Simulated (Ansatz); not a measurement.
tetragonal indium (1 0 1) on wurtzite ZnO (0 0 1) (film strained to the substrate, started from cuts of the bulks and a machine-learned relaxation; slabs Zn6O6 and In4, which can lie off the formulas)

A periodic stack without vacuum, tetragonal indium (1 0 1) on wurtzite ZnO (0 0 1) (film strained to the substrate, started from cuts of the bulks and a machine-learned relaxation; slabs Zn6O6 and In4, which can lie off the formulas): substrate slab Zn6O6, film In4, surface cells [[-1, -1], [0, -1]] and [[-2, -1], [-1, -1]], film strained by -4.9 and -1.5 %, outermost planes Zn/O and In/In as cut, which need not be the usual terminations and can put a slab off its formula.

The start was prepared with a machine-learned potential, and the result is one local minimum, with the in-plane cell held and forces under 0.04 eV/Å; the film can end far from its bulk form.

These are PBE (plane waves to 420 eV, PAW; Ansatz, a first-principles code) values and carry that method's errors. No spin–orbit coupling; the runs are not spin-polarised; PBE gaps are too small against experiment. Its k-point mesh 11×11×1, Fermi–Dirac width 0.05 eV.

```
Property                                                                                                                 Result
--------------------------------------------------------------------------------  ---------------------------------------------
interface area                                                                                                           9.3 Å²
period                                                                                                                  27.53 Å
heights between the nearest atoms of the two slabs at the two interfaces                                        1.15 and 2.22 Å
In–Zn contacts across the interfaces within 1.22 times the sum of covalent radii                                 3, mean 2.92 Å
In–O contacts across the interfaces within 1.22 times the sum of covalent radii                                  3, mean 2.22 Å
estimate of the barrier                                                           withheld, since the two interfaces are unlike
slope of the mean potential energy in the substrate                                                              +2.3 MV/cm × e
```

```
CELL_PARAMETERS angstrom
      3.27950     0.00006     0.00341
      1.63969     2.83983     0.04588
     -0.24192    -0.50848    27.52931
ATOMIC_POSITIONS crystal
  Zn 0.29508 0.42691 0.04095
  Zn 0.63240 0.76436 0.13704
  O  0.29770 0.43071 0.11296
  O  0.63545 0.76562 0.20927
  Zn 0.30345 0.43276 0.23333
  Zn 0.64069 0.76914 0.32959
  O  0.30601 0.43543 0.30583
  O  0.64320 0.77285 0.40226
  Zn 0.31133 0.43969 0.42583
  Zn 0.64911 0.77714 0.52194
  O  0.31440 0.44359 0.49864
  O  0.65369 0.78042 0.59476
  In 0.98916 0.11557 0.63667
  In 0.00118 0.08362 0.74550
  In 0.24858 0.22881 0.85535
  In 0.94324 0.10574 0.96022
```
